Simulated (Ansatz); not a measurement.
Here is the system:

```yaml
crystal:
  lattice:
    - [0.00000, 2.85781, 2.85781]
    - [2.85781, 0.00000, 2.85781]
    - [2.85781, 2.85781, 0.00000]
  atoms:
    - { symbol: Br, position: [0.00000, 0.00000, 0.00000] }
    - { symbol: Ag, position: [0.50000, 0.50000, 0.50000] }
```

No spin polarisation.

Computed with PBE, PAW, 420 eV (Ansatz, an electronic-structure program; scalar-relativistic without spin-orbit coupling). Settings: 10×10×10 k-points, 0.05 eV Fermi–Dirac smearing.

Question: Estimate the gap character.

Answer: Indirect, L → Γ.

Question: Predict the band gap.

Answer: 0.67 eV.

Question: Estimate the electron mass.

Answer: 0.19 mₑ (at Γ).

Question: What smallest direct gap does the calculation give?

Answer: 2.65 eV.

Load acts through the strain it causes; cell and atoms are relaxed under it. Effective masses come from finite differences of ±0.01 Å⁻¹. Stability against distortions was not tested. The cell was made from AgBr in the rock salt structure (space group Fm-3m, No. 225) by this change: pressure 3 GPa.
